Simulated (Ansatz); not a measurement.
# CdSe: pressure series

Consider CdSe in the wurtzite structure (space group P6_3mc, No. 186; a = 4.302 Å, c = 7.021 Å).

Cell and atoms are relaxed at each pressure.

Level of theory: Kohn–Sham DFT with the PBEsol functional, run in Ansatz (a quantum-chemistry and plane-wave program) with PAW and 420 eV plane waves, no SOC.

Candidates:
(a) pressure 15 GPa
(b) pressure 2.1 GPa
(c) pressure 22.5 GPa

Base values:

- Width of the top valence band: 1.75 eV

### Question
Order them by width of the top valence band, highest first.

### Answer
(c) pressure 22.5 GPa (2.88 eV), (a) pressure 15 GPa (2.42 eV), (b) pressure 2.1 GPa (1.87 eV)

The levels and masses belong to the bands next to the band gap. Load acts through the strain it causes; cell and atoms are relaxed under it. No phonon test of stability was made. Measured, CdSe leaves this structure (for rock salt) near 2.72 GPa (temperature not stated; as listed in Datta, Sujoy, Jana, Debnarayan, arXiv (2020)), on rising pressure, with hysteresis.
